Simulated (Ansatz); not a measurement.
Lattice parameter a of Sn (model structure, started from the Si type, R-3, No. 148, 8 atoms in the cell) at several levels of theory

No measured value is used here.

```json
[
 {"level (code)": "LDA (Ansatz)", "value (Å)": "11.189"},
 {"level (code)": "PBE (Ansatz)", "value (Å)": "11.506"},
 {"level (code)": "PBEsol (Ansatz)", "value (Å)": "11.286"},
 {"level (code)": "r²SCAN (Ansatz)", "value (Å)": "___"}
]
```

Problem. Complete the blanks.

Solution. 
- r²SCAN (Ansatz, a first-principles code), value (Å): 11.384

Cutoffs differ between the levels. Ansatz's density-functional and Hartree–Fock values are scalar-relativistic unless marked +SOC, with PAW data made under PBE.

A model structure was made by putting elements into a prototype or built by hand; it is no filed structure, need not be a known phase, and can be a saddle point held by its symmetry.
